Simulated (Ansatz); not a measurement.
Cost and result by functional for the adsorption energy of SiH3 on the 1x1 (10-10) surface of wurtzite ZnO (cut with top plane O + Zn), one in a 2x1 cell, started at the site 'hollow O-O-Zn-Zn-Zn', in Ansatz (plane waves, PAW). Single points on the PBE structure, on one kind of machine; costs are rough ratios of the slab run's core time (references not counted) to the cheapest single point. r2SCAN's cost holds its higher cutoff (500 against 420 eV). Differences are taken against r2SCAN for comparison alone: no measured value is at hand, so the table doesn't rank accuracy. The points keep PBE's geometry, so the relaxation of a polaron and the settling of charge on one site are left out.

Host crystal: wurtzite ZnO, with a band gap (PBE, scalar-relativistic without spin-orbit coupling).

Set-up: 36 atoms, 9.4 Å thick at the start under the adsorbate (thin: gaps and levels are the slab's own); mesh 3x4x1; 0.01 eV smearing; dipole correction on; 16 atoms held, the rest relaxed; no symmetry held; spin-polarised, no spin-orbit, no U, no dispersion correction. The starting moment vanished. At the end it is bonded to O. In PBE it is, or lies within 0.03 eV of, the lowest of the starts that converged. These notes are the PBE run's. r2SCAN: The program's check for a lower electronic state was not made. Adsorption energies are against SiH4(g) − ½ H2(g). A negative adsorption energy means that the adsorbate is more stable on the surface than in its reference.

```json
[
 {"functional": "RPBE", "relative cost": "1", "adsorption energy (eV)": "-0.24", "less r2SCAN (eV)": "0.24"},
 {"functional": "r2SCAN", "relative cost": "2", "adsorption energy (eV)": "-0.48", "less r2SCAN (eV)": "0.00"},
 {"functional": "PBE (the relaxed run's value)", "relative cost": "–", "adsorption energy (eV)": "-0.48", "less r2SCAN (eV)": "0.00"}
]
```

The values span 0.24 eV, while the single points' costs differ by a factor of roughly 2. Differences are of unrounded values.

Ansatz is an electronic-structure program.
